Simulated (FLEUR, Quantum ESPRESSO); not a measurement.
A FLEUR input for a self-consistent single point of ZrIn₃ (I4/mmm, 4 atoms in the cell) (DFT, PBEsol, all-electron FLAPW (FLEUR), scalar-relativistic valence):

Input of the input generator:

```
scf ZrIn3
&input film=f /
-2.1070580000 2.1070580000 4.8784840000
2.1070580000 -2.1070580000 4.8784840000
2.1070580000 2.1070580000 -4.8784840000
1.8897261246
1.0 1.0 1.0

4
40 0.0000000000 0.0000000000 0.0000000000
49 0.2500000000 0.7500000000 0.5000000000
49 0.7500000000 0.2500000000 0.5000000000
49 0.5000000000 0.5000000000 0.0000000000

&comp jspins=1 /
&exco xctyp='PBEs' /
&kpt div1=7 div2=7 div3=7 /
&end /
```

```xml
<?xml version="1.0" encoding="UTF-8" standalone="no"?>
<fleurInput fleurInputVersion="0.39">
   <comment>
      scf ZrIn3                                                                                           
   </comment>
   <calculationSetup>
      <cutoffs Kmax="3.8" Gmax="11.4" GmaxXC="11.4" numbands="0"/>
      <scfLoop itmax="100" minDistance="0.00001" maxIterBroyd="15" imix="Anderson" alpha="0.05" precondParam="0.0" spinf="2.0"/>
      <coreElectrons ctail="T" frcor="F" kcrel="0" coretail_lmax="0"/>
      <xcFunctional name="PBEs" relativisticCorrections="F"/>
      <magnetism jspins="1"/>
      <soc l_soc="F" theta="0.0" phi="0.0" spav="F"/>
      <expertModes spex="0" secvar="F"/>
      <geometryOptimization l_f="T" forcealpha="1.0" forcemix="BFGS" epsdisp="0.00001" epsforce="0.00001"/>
      <ldaU l_linMix="F" mixParam="0.05" spinf="1.0"/>
   </calculationSetup>
   <cell>
      <bzIntegration valenceElectrons="51.0" mode="hist" fermiSmearingEnergy="0.00367493">
         <kPointListSelection listName="default-1"/>
         <!-- k-points included here -->
         <xi:include xmlns:xi="http://www.w3.org/2001/XInclude" href="kpts.xml"> </xi:include>
      </bzIntegration>
      <!-- symmetry operations included here -->
      <xi:include xmlns:xi="http://www.w3.org/2001/XInclude" href="sym.xml"> </xi:include>
      <bulkLattice scale="1.0">
         <bravaisMatrix>
            <row-1>   -3.9817625486474264     3.9817625486474264     9.2189986632431058</row-1>
            <row-2>    3.9817625486474264    -3.9817625486474264     9.2189986632431058</row-2>
            <row-3>    3.9817625486474264     3.9817625486474264    -9.2189986632431058</row-3>
         </bravaisMatrix>
      </bulkLattice>
   </cell>
   <atomSpecies>
      <species name="Zirconium (Zr)" element="Zr" atomicNumber="40">
         <mtSphere radius="2.68" gridPoints="925" logIncrement="0.014"/>
         <atomicCutoffs lmax="10" lnonsphr="8"/>
         <electronConfig flipSpins="F">
            <coreConfig>(1s1/2) (2s1/2) (2p1/2) (2p3/2) (3s1/2) (3p1/2) (3p3/2) (3d3/2) (3d5/2)</coreConfig>
            <valenceConfig>(4s1/2) (4p1/2) (4p3/2) (5s1/2) (4d3/2) (4d5/2)</valenceConfig>
            <stateOccupation state="(4d3/2)" spinUp="0.4" spinDown="0.4"/>
            <stateOccupation state="(4d5/2)" spinUp="0.6" spinDown="0.6"/>
         </electronConfig>
         <energyParameters s="5" p="5" d="4" f="4"/>
         <lo type="SCLO" l="0" n="4" eDeriv="0"/>
         <lo type="SCLO" l="1" n="4" eDeriv="0"/>
      </species>
      <species name="Indium (In)" element="In" atomicNumber="49">
         <mtSphere radius="2.68" gridPoints="925" logIncrement="0.014"/>
         <atomicCutoffs lmax="10" lnonsphr="8"/>
         <electronConfig flipSpins="F">
            <coreConfig>(1s1/2) (2s1/2) (2p1/2) (2p3/2) (3s1/2) (3p1/2) (3p3/2) (4s1/2) (3d3/2) (3d5/2) (4p1/2) (4p3/2)</coreConfig>
            <valenceConfig>(5s1/2) (4d3/2) (4d5/2) (5p1/2) (5p3/2)</valenceConfig>
            <stateOccupation state="(5p1/2)" spinUp="0.1666666666667" spinDown="0.1666666666667"/>
            <stateOccupation state="(5p3/2)" spinUp="0.3333333333333" spinDown="0.3333333333333"/>
         </electronConfig>
         <energyParameters s="5" p="5" d="5" f="4"/>
         <lo type="SCLO" l="2" n="4" eDeriv="0"/>
      </species>
   </atomSpecies>
   <atomGroups>
      <atomGroup species="Zirconium (Zr)">
         <relPos label="                   1">.0000000000 .0000000000 .0000000000</relPos>
         <force calculate="T" relaxXYZ="TTT"/>
      </atomGroup>
      <atomGroup species="Indium (In)">
         <relPos label="                   2">1.000/4.000 -1.000/4.000 1.000/2.000</relPos>
         <relPos label="                   3">-1.000/4.000 1.000/4.000 1.000/2.000</relPos>
         <force calculate="T" relaxXYZ="TTT"/>
      </atomGroup>
      <atomGroup species="Indium (In)">
         <relPos label="                   4">1.000/2.000 1.000/2.000 .0000000000</relPos>
         <force calculate="T" relaxXYZ="TTT"/>
      </atomGroup>
   </atomGroups>
   <output dos="F" band="F" slice="F">
      <checks vchk="F" cdinf="F"/>
      <bandDOS minEnergy="-.5*Htr" maxEnergy="0.5*Htr" sigma="0.015" storeEVData="T"/>
      <vacuumDOS vacdos="F" integ="F" star="F" nstars="0" locx1="0.0" locy1="0.0" locx2="0.0" locy2="0.0" nstm="0" tworkf="0.0"/>
      <unfoldingBand unfoldBand="F" supercellX="1" supercellY="1" supercellZ="1"/>
      <plotting iplot="0" polar="F">
         <plot TwoD="T" vec1="  1.0  0.0  0.0" vec2="  0.0  1.0  0.0" vec3="  0.0  0.0  1.0" zero="  0.0  0.0  0.0" file="plot"/>
      </plotting>
      <chargeDensitySlicing numkpt="0" minEigenval="0.0" maxEigenval="0.0" nnne="0" pallst="F"/>
      <specialOutput eonly="F"/>
      <magneticCircularDichroism mcd="F" energyLo="-10.0" energyUp="0.0"/>
   </output>
  <!-- We include the file relax.xml here to enable relaxations (see documentation) -->
  <xi:include xmlns:xi="http://www.w3.org/2001/XInclude" href="relax.xml"> <xi:fallback/> </xi:include>
</fleurInput>
```

Question: Give the Quantum ESPRESSO input for the same structure, mesh, smearing and functional.

Answer: One input that does it (others would too):

```fortran
&CONTROL
 calculation = 'scf'
 outdir = './work'
 pseudo_dir = './'
 tprnfor = .true.
 tstress = .true.
/
&SYSTEM
 ibrav = 0
 nat = 4
 ntyp = 2
 ecutwfc = 70
 occupations = 'smearing'
 smearing = 'fd'
 degauss = 0.0073499
/
&ELECTRONS
 conv_thr = 1.0d-9
/
ATOMIC_SPECIES
Zr    91.2240  Zr.upf
In   114.8180  In.upf
ATOMIC_POSITIONS {alat}
Zr    0.00000000    0.00000000    0.00000000
In    0.36858882    0.00000000    0.42669795
In    0.00000000    0.36858882    0.42669795
In    0.00000000    0.00000000    0.85339590
K_POINTS {automatic}
7 7 7  0 0 0
CELL_PARAMETERS {angstrom}
  -2.10705800     2.10705800     4.87848400
   2.10705800    -2.10705800     4.87848400
   2.10705800     2.10705800    -4.87848400
```

Basis, cutoffs, solver keys and any potentials are the target program's own. This input uses DFT, PBEsol, plane waves, PseudoDojo standard norm-conserving (PBESOL) pseudopotentials.

The starting cell comes from a database of computed structures (which also holds hypothetical and non-ambient phases and stackings), without a prior relaxation at this level. Its lattice was rescaled by a random factor within 2.5 % of one. For this run, on top of that: lattice scaled by 0.98.
